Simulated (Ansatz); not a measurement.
DyCu2 (Imma, No. 74; cell taken from a computed entry) was calculated with r²SCAN (plane waves, PAW; Ansatz, a quantum-chemistry and plane-wave program).

Settings: plane-wave cutoff 500 eV, 16×16×16 k mesh, Fermi–Dirac smearing 0.1 eV, spin-polarised start, scalar-relativistic PAW data made under PBE.

Computed at the level's own relaxed cell.

Problem. What does this level give for the volume per atom?

Solution. 
* **volume per atom**: 17.76 Å³/atom

Note: the magnetic order was assumed, not searched for or taken from measurement; the relaxation could not lower the start's symmetry, so the cell can be a saddle point above a distorted one; the 4f shell is treated without U or exact exchange, so its levels and filling can be wrong.

Spin–orbit coupling is not included.

Static lattice: no zero-point or thermal effects.
